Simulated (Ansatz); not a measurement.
## Element substitutions in Ta

Consider Ta in the bcc (W type) structure (space group Im-3m, No. 229; a = 3.282 Å).

Each row replaces one element on all its sites; cell and atoms are relaxed.

Levels (all Ansatz, a first-principles code, PAW, earlier PAW set): PBEsol (420 eV, no SOC); r2SCAN (500 eV, scalar-relativistic without spin-orbit coupling); PBEsol+SOC (420 eV, noncollinear with spin-orbit coupling).

Pressures by level, all at the geometries relaxed with PBEsol:

```csv
case,PBEsol,r2SCAN,PBEsol+SOC
base,0.0 GPa,4.5 GPa,-0.1 GPa
Ta → Y,0.0 GPa,3.0 GPa,0.0 GPa
Ta → Zr,0.0 GPa,4.8 GPa,0.0 GPa
```

Single points use the geometry relaxed with PBEsol. Their cutoffs differ, which shifts pressures a little. The spin-orbit shifts are approximate. No phonon test of stability was made. As relaxed here, Y is a hypothetical phase, not in the database extracts checked. The runs without spin-orbit coupling are not spin-polarised. Y has a high density of states at the Fermi level and may be magnetic at this level. This is not the structure that Zr has at room temperature and ambient pressure.
